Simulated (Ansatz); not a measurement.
**Response to strain in GaAs**

Start from GaAs in the zinc blende structure (space group F-43m, No. 216; a = 5.6590 Å). Axes: x, y, z lie along the cube axes.

Strains are applied to the cell and any free atomic positions relax.

Method: plane-wave PAW DFT at the PBEsol level (Ansatz, a program for electronic structure, 420 eV), spin-orbit coupling left out.

Notes on the quantities. pressure: mean of the normal stresses, compression positive; energy relative to the base: free energy F.

| change | pressure | band gap | energy relative to the base | volume per atom |
|---|---|---|---|---|
| base | 0.00 GPa | 0.42 eV | 0 meV/atom | 22.65 Å³ |
| uniaxial strain ε_zz = −3.00 % | 2.25 GPa | 0.53 eV | +7.2 meV/atom | 21.97 Å³ |
| uniaxial strain ε_zz = −1.50 % | 1.09 GPa | ___ | +1.8 meV/atom | 22.31 Å³ |
| uniaxial strain ε_zz = −0.50 % | 0.36 GPa | 0.44 eV | +0.2 meV/atom | 22.54 Å³ |
| uniaxial strain ε_zz = +0.50 % | -0.34 GPa | 0.37 eV | +0.2 meV/atom | 22.77 Å³ |
| uniaxial strain ε_zz = +1.00 % | -0.67 GPa | 0.33 eV | +0.8 meV/atom | 22.88 Å³ |
| uniaxial strain ε_zz = +1.50 % | -0.99 GPa | 0.28 eV | ___ | 22.99 Å³ |
| uniaxial strain ε_zz = +2.00 % | -1.31 GPa | 0.23 eV | +3.0 meV/atom | 23.11 Å³ |
| uniaxial strain ε_zz = +2.50 % | -1.61 GPa | 0.19 eV | +4.7 meV/atom | 23.22 Å³ |
| uniaxial strain ε_zz = +3.00 % | -1.90 GPa | 0.14 eV | +6.8 meV/atom | 23.33 Å³ |

Question: Some entries are withheld; estimate them.

Answer: 
- uniaxial strain ε_zz = −1.50 %, band gap: 0.48 eV
- uniaxial strain ε_zz = +1.50 %, energy relative to the base: +1.7 meV/atom

Semilocal Kohn–Sham gaps tend to fall short of experiment. Whether these cells are dynamically stable was not tested. The zero or small gap of GaAs under uniaxial strain ε_zz = +1.50 %, GaAs under uniaxial strain ε_zz = +2.00 %, GaAs under uniaxial strain ε_zz = +2.50 % and GaAs under uniaxial strain ε_zz = +3.00 % can change with the level of theory.
